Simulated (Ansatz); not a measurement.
An Ansatz (an electronic-structure program) run: MgB2; PBE (Ansatz), no spin-orbit coupling.

Input:

Ansatz 0.2 input:
```yaml
crystal:
  lattice:
    - [3.0742669808, 0, 0]
    - [-1.5371334904, 2.6623933034, 0]
    - [0, 0, 3.5275048881]
  atoms:
    - { symbol: Mg, position: [0, 0, 0] }
    - { symbol: B, position: [0.6666666667, 0.3333333333, 0.5] }
    - { symbol: B, position: [0.3333333333, 0.6666666667, 0.5] }
basis: { ecutwfc: 420, ecutrho_ratio: 4, xc_grid: 2, fft_grid_basis: typed }
kpoints: { mp_grid: { grid: [17, 17, 13] } }
hamiltonian:
  xc: pbe
  dispersion: none
  pseudopotentials: { kind: paw }
scf: { occupations: { method: fermi_dirac, width: 0.05 }, convergence: { dr2_threshold: 0.0000000003 } }
output: { forces: true, stress: true }
checkpoint: { write: state.ck, write_every: 1000 }
```

Output:

```
WARN ansatz: RAYON_NUM_THREADS=2 ignored (pool sized by the plan → 2); use --threads N
Pseudopotentials: kind: paw
Pseudopotential: Mg, paw, valence charge 10
Pseudopotential: B, paw, valence charge 3
Functional definition: PBE
Crystal: 3 atoms, lattice volume = 28.872 Å³
Basis set: ecut = 420 eV, 563 PW (Γ), exchange–correlation on 48×48×48 points (8 copies of the dense FFT grid, shifted against one another)
Bands: 12, of which v1, the nominal top of the filled ones, is band 8 counted from 1 (7 counted from 0)
Symmetry: 24 space group operations
Space group: P6/mmm (ITA 191), of the structure as read, at distance tolerance 3.1e-5 Å
k-points: 231 of 3757
Initial density: superposition of atomic densities (neutral atoms: chi_scale 0, normalization atom), corrected by the library's trained network
Initial wavefunctions: pseudopotential atomic-orbital guess
Eigensolver: davidson
Functional: x = pbe(κ = 0.804, μ = 0.2195149727645171), c = pbe(β = 0.06672455060314922)
SCF iter   1: F=—  HF=-2236.025287 eV  |F-HF|=—  |Δ(HF+E_count)|=         —  Δρ=1.12e-3  dr2=2.77e-4  ethr=1.77e-3  ⟨swp⟩=5.2  Hψ=15002  notcnv=0
all-band conjugate gradients solve this SCF's bands
preconditioner: auto → none
SCF iter   2: F=—  HF=-2236.025991 eV  |F-HF|=—  |Δ(HF+E_count)|=   7.04e-4  Δρ=6.86e-4  dr2=1.25e-4  ethr=1.73e-6  ⟨swp⟩=2.5  Hψ=6475  notcnv=0
SCF iter   3: F=—  HF=-2236.026017 eV  |F-HF|=—  |Δ(HF+E_count)|=   2.54e-5  Δρ=2.80e-4  dr2=1.43e-5  ethr=7.82e-7  ⟨swp⟩=2.0  Hψ=4368  notcnv=0
SCF iter   4: F=—  HF=-2236.026035 eV  |F-HF|=—  |Δ(HF+E_count)|=   1.84e-5  Δρ=9.50e-5  dr2=1.07e-6  ethr=8.93e-8  ⟨swp⟩=2.0  Hψ=4383  notcnv=0
SCF iter   5: F=—  HF=-2236.026035 eV  |F-HF|=—  |Δ(HF+E_count)|=   4.36e-8  Δρ=2.60e-5  dr2=7.77e-8  ethr=6.67e-9  ⟨swp⟩=2.1  Hψ=4418  notcnv=0
SCF iter   6: F=—  HF=-2236.026035 eV  |F-HF|=—  |Δ(HF+E_count)|=   5.42e-8  Δρ=6.04e-6  dr2=4.95e-9  ethr=4.86e-10  ⟨swp⟩=2.0  Hψ=4570  notcnv=0
SCF iter   7: F=—  HF=-2236.026035 eV  |F-HF|=—  |Δ(HF+E_count)|=   4.34e-9  Δρ=1.87e-6  dr2=3.96e-10  ethr=3.10e-11  ⟨swp⟩=2.1  Hψ=3929  notcnv=0
SCF iter   8: F=-2236.026035 eV  HF=-2236.026035 eV  |F-HF|=3.23e-11  |Δ(HF+E_count)|=  4.06e-10  Δρ=4.10e-7  dr2=1.37e-11  ethr=1.87e-12  ⟨swp⟩=4.0  Hψ=8703  notcnv=0
SCF 1 converged in 8 iterations: F = -2236.026035 eV  dr2 = 1.37e-11
SCF converged after 8 iterations
Free energy (F): -2236.026035 eV
Harris-Foulkes:  -2236.026035 eV  (|F-HF|=3.23e-11)
Internal energy: -2236.020421 eV  (E = F + TS)
E sigma→0 (E₀):  -2236.023228 eV
Entropy (-TS):   -0.005614 eV (-1.871 meV/atom)
Fermi energy:    9.253137 eV
--- Per-component energies (eV) ---
  E_band       = -292.645185
  E_kinetic    = 173.986562
  E_local      = -1518.721700  (includes V_loc(G=0)·N_el)
  E_nonlocal   = 118.109351
  E_hartree    = 540.546899
  E_xc         = -94.218735
  E_vxc        = -115.004864  (∫ρ·V_xc dr)
  E_paw        = -448.980677  (= ΣΔE_a)
  E_vpaw       = -32.108441  (= ΣTr[D̂ρ^β])
  E_aug_tail   = -0.000012  (compensation charges beyond the density's cutoff)
  E_ewald      = -1006.742110
  E_smearing   = -0.005614  (= −TS)
  E_closure    = 0.000000  (closes the sum)
  Σ components = -2236.026035   (vs F -2236.026035, Δ=0.00e0)
  [band-id]    e_kinetic+e_local+e_nonlocal+2·e_hartree+e_vxc+e_vpaw+e_augmentation_tail = -292.645305   (vs E_band -292.645185, Δ=-1.20e-4)
--- Forces (eV/Å), atoms counted from 1 ---
  atom   1  Mg     0.00000000     0.00000000     0.00000000
  atom   2  B      0.00000000     0.00000000     0.00000000
  atom   3  B      0.00000000    -0.00000000     0.00000000
  max |Σ_I F_I| component: 3.70e-17 eV/Å
--- Stress (GPa, compression-positive) ---
       -0.000917      -0.000000       0.000000
       -0.000000      -0.000917       0.000000
        0.000000       0.000000      -0.002520
  P = ⅓ Tr σ = -0.0015 GPa (-0.015 kbar)
  The stress holds the Pulay correction. Without it, at fixed plane waves, as pw.x and ABINIT print it: P = -0.1836 GPa
  The stress includes an estimate of the error left by incomplete SCF convergence (largest component 0.0001 GPa).
--- Band table ---
  band table: none
```

Whether these cells are dynamically stable was not tested. The final runs are not spin-polarised. The cell is MgB$_{2}$ (space group P6/mmm, No. 191).
